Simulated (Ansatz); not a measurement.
Take an 8-atom supercell of BAs in the zinc blende structure (space group F-43m, No. 216; a = 4.809 Å) at its relaxed geometry as the base.

Calculations: DFT with PBE, PAW potentials and a 420 eV plane-wave cutoff in Ansatz (a first-principles code), no spin-orbit coupling, earlier PAW set.

One neutral defect a cell, atoms relaxed at fixed cell.

One change was made to it. Results:

```tsv
quantity	base	after
pressure	0.0 GPa	3.3 GPa
largest displacement of a host atom from its site in the perfect cell	–	0.00 Å
```

Task: Name the change that was made.
A) H interstitial (started 2.08 Å from the nearest host atom)
B) Si on a B site, symmetric start
C) As interstitial (started 1.96 Å from the nearest host atom), symmetric start
D) Li interstitial (started 1.96 Å from the nearest host atom)

Result: A, H interstitial (started 2.08 Å from the nearest host atom). For comparison, the pressure in the other runs: Si on a B site, symmetric start gives 17.4 GPa; Li interstitial (started 1.96 Å from the nearest host atom) gives 10.0 GPa; As interstitial (started 1.96 Å from the nearest host atom), symmetric start gives 34.7 GPa.

The magnetic state is the one reached from the starting moments; the real material's order can differ, and small cells can't hold many antiferromagnetic ones. In so small a cell the defect repeats every few ångströms: this is an ordered compound, not a dilute defect. The mesh was chosen for an insulator and is coarse for the gapless case. Defects with a symmetric start kept the site's symmetry and may sit on a saddle; the others started slightly shaken. Seeded moments were not kept for Si on a B site, Li interstitial (started 1.96 Å from the nearest host atom) and As interstitial (started 1.96 Å from the nearest host atom).
